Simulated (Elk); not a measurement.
Input and output of a self-consistent single point for TiNbB4 (P6/mmm, 6 atoms in the cell) (Elk).

Method of the run: LDA (PW92), all-electron FP-LAPW, Elk's shipped species files, default APW+lo basis run with Elk.

```yaml
crystal:
  lattice:
    - [3.08703, 0.00000, 0.00000]
    - [-1.54351, 2.67345, 0.00000]
    - [0.00000, 0.00000, 6.59943]
  atoms:
    - { symbol: Ti, position: [0.00000, 0.00000, 0.50000] }
    - { symbol: Nb, position: [0.00000, 0.00000, 0.00000] }
    - { symbol: B, position: [0.33333, 0.66667, 0.74077] }
    - { symbol: B, position: [0.66667, 0.33333, 0.25923] }
    - { symbol: B, position: [0.66667, 0.33333, 0.74077] }
    - { symbol: B, position: [0.33333, 0.66667, 0.25923] }
```

Reference input (self-consistent single point, DFT, PBEsol, all-electron FP-LAPW, Elk's shipped species files, default APW+lo basis): xctype = 22; swidth = 0.00367493 Ha; ngridk = 10 10 4; maxscl = 100. This run's input differs from it in these lines:

```diff
@@ -2,5 +2,2 @@
   0
-
-xctype
-  22
```

The program printed (abridged):

```
│ Self-consistent loop started │
│ Loop number : 1 │
 total energy                :     -4746.05435759
│ Loop number : 2 │
 total energy                :     -4747.01676259
RMS change in Kohn-Sham potential (target) :   0.3769446230     (  0.1000000000E-05)
Absolute change in total energy (target)   :   0.9624049990     (  0.1000000000E-03)
│ Loop number : 3 │
 total energy                :     -4748.78128919
RMS change in Kohn-Sham potential (target) :   0.3621580623     (  0.1000000000E-05)
Absolute change in total energy (target)   :    2.005127848     (  0.1000000000E-03)
│ Loop number : 4 │
   [... lines left out ...]
Absolute change in total energy (target)   :   0.1027986646E-02 (  0.1000000000E-03)
│ Loop number : 17 │
 total energy                :     -4767.16606261
RMS change in Kohn-Sham potential (target) :   0.1296520626E-06 (  0.1000000000E-05)
Absolute change in total energy (target)   :   0.2701149479E-03 (  0.1000000000E-03)
│ Loop number : 18 │
 total energy                :     -4767.16604858
RMS change in Kohn-Sham potential (target) :   0.9562730790E-07 (  0.1000000000E-05)
Absolute change in total energy (target)   :   0.5350049378E-04 (  0.1000000000E-03)
Convergence targets achieved

│ Loop number : 19 │

Energies :
 Fermi                       :     0.447404737781
 total energy                :     -4767.16604745

Density of states at Fermi energy :    44.03942845
 (states/Hartree/unit cell)

Estimated indirect band gap :   0.2798935089E-02
 from k-point     29 to k-point     29
Estimated direct band gap   :   0.2798935089E-02
 at k-point     29

Charges :
 core                        :    46.00000000
 valence                     :    37.00000000
 interstitial                :    7.858951276
 muffin-tins (core leakage)
  species :    1 (Ti)
   atom    1                 :    20.64372345     (  0.6046683154E-09)
  species :    2 (Nb)
   atom    1                 :    39.50816446     (  0.9506574727E-06)
  species :    3 (B)
   atom    1                 :    3.747290202     (  0.2001307387E-03)
   atom    2                 :    3.747290202     (  0.2001307387E-03)
   atom    3                 :    3.747290202     (  0.2001307387E-03)
   atom    4                 :    3.747290202     (  0.2001307387E-03)
 total in muffin-tins        :    75.14104872
 total calculated charge     :    83.00124641
 total charge                :    83.00000000
 error                       :   0.1246405485E-02

│ Self-consistent loop stopped │
```

The run converged in 19 iterations. The count includes the last loop, which Elk runs after its targets are met. 

The starting cell comes from a database of computed structures (which also holds hypothetical and non-ambient phases and stackings), without a prior relaxation at this level. Its lattice was rescaled by a random factor within 2.5 % of one. Spin polarisation is off. Values depend on the basis (sphere radii, cutoffs, local orbitals), which need not be converged. The log's line on a gap gives a spacing of levels on this mesh, which the program prints for metals too.
